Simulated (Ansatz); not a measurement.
ZnAu: pressure series

Consider ZnAu in the CsCl type structure (space group Pm-3m, No. 221; a = 3.187 Å).

Cell and atoms are relaxed at each pressure.

The values are results of Ansatz (a program for electronic structure) PBE, no SOC, not measurements.

Notes on the quantities. enthalpy: H = E + PV relative to the base's energy.

| variant | lattice parameter a | enthalpy |
|---|---|---|
| base | 3.187 Å | – |
| pressure −2 GPa | 3.206 Å | -0.20 eV/atom |
| pressure −1 GPa | 3.196 Å | -0.10 eV/atom |
| pressure 0.9 GPa | 3.179 Å | +0.09 eV/atom |
| pressure 2.1 GPa | 3.169 Å | +0.21 eV/atom |
| pressure 4.5 GPa | 3.150 Å | +0.45 eV/atom |
| pressure 9 GPa | ___ | +0.88 eV/atom |
| pressure 15 GPa | ___ | +1.44 eV/atom |
| pressure 22.5 GPa | 3.048 Å | +2.11 eV/atom |
| pressure 30 GPa | 3.017 Å | +2.76 eV/atom |

Problem. What belongs in the blanks?

Solution. 
- pressure 9 GPa, lattice parameter a: 3.119 Å
- pressure 15 GPa, lattice parameter a: 3.084 Å

Load acts through the strain it causes; cell and atoms are relaxed under it. Whether these cells are dynamically stable was not tested. Competing high-pressure phases were not computed.
